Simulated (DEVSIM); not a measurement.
Device: abrupt Si n-p junction, at 400 K.

Layer 1 from the left is Si, thickness (μm) 87.0, Nd (cm⁻³) 1.4e17, τn (s) 6.2e-6, τp (s) 6.2e-6. Layer 2 from the left is Si, thickness (μm) 34.0, Na (cm⁻³) 3.3e15, τn (s) 6.2e-6, τp (s) 6.2e-6.

Left contact: ohmic. Right contact: ohmic. Voltage is applied to the left contact. Recombination: SRH at mid-gap, radiative, Auger. Mobility is μmin + (μ − μmin)/(1 + (N/Nref)^α).

Constants are typed, rounded textbook-type inputs, not results; the design itself was drawn at random and stands for no fabricated device. Values at 300 K; Nc and Nv go as T^1.5, mobilities as T to minus their exponent, the gap by Varshni's rule with the affinity fixed.

Si: gap (eV) 1.124, affinity (eV) 4.05, permittivity 11.7, Nc (cm⁻³) 2.86e19, Nv (cm⁻³) 3.1e19, μn (cm²/Vs) 1417, μp (cm²/Vs) 470, μn,min 52, μp,min 45, Nref,n 9.7e16, Nref,p 2.2e17, αn 0.68, αp 0.72, T exponent of μn 2.3, T exponent of μp 2.2, B (cm³/s) 4.7e-15, Cn (cm⁶/s) 2.8e-31, Cp (cm⁶/s) 9.9e-32, Varshni α (eV/K) 0.000473, Varshni β (K) 636.

Simulated with DEVSIM: 1D drift-diffusion, Boltzmann statistics, complete ionisation; no tunnelling, impact ionisation, image-force lowering or self-heating.

Q: What does the simulation give for the potential step across the device at zero bias, the dark forward voltage at 100 A/cm²?

A: potential step across the device at zero bias 0.568 V; dark forward voltage at 100 A/cm² 0.747 V.
